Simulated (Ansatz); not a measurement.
Here is the system:

```xyz
1
Lattice="-1.4601 1.4601 1.4601 1.4601 -1.4601 1.4601 1.4601 1.4601 -1.4601" Properties=species:S:1:pos:R:3 pbc="T T T"
Li     0.0000     0.0000     0.0000
```

No spin polarisation.

A single point on Li with a change (pressure 15 GPa), its geometry relaxed with PBEsol.

Level of theory: r2SCAN (Ansatz, a first-principles code), scalar-relativistic without spin-orbit coupling, earlier PAW set. Settings: 19×19×19 k-points, 0.05 eV Fermi–Dirac smearing.

**Question.** Predict the band gap and pressure.

**Answer.** 
* **Band gap**: zero
* **Pressure**: 16.4 GPa

Single points use the geometry relaxed with PBEsol. Load acts through the strain it causes; cell and atoms are relaxed under it. Whether these cells are dynamically stable was not tested. Measured, Li leaves this structure (for fcc) near 7.5 GPa (temperature not stated; as listed in Olga Degtyareva, NATO science for peace and security series. B, Physics and biophysics (2010)). The cell was made from Li in the bcc (W type) structure (space group Im-3m, No. 229) by this change: pressure 15 GPa.
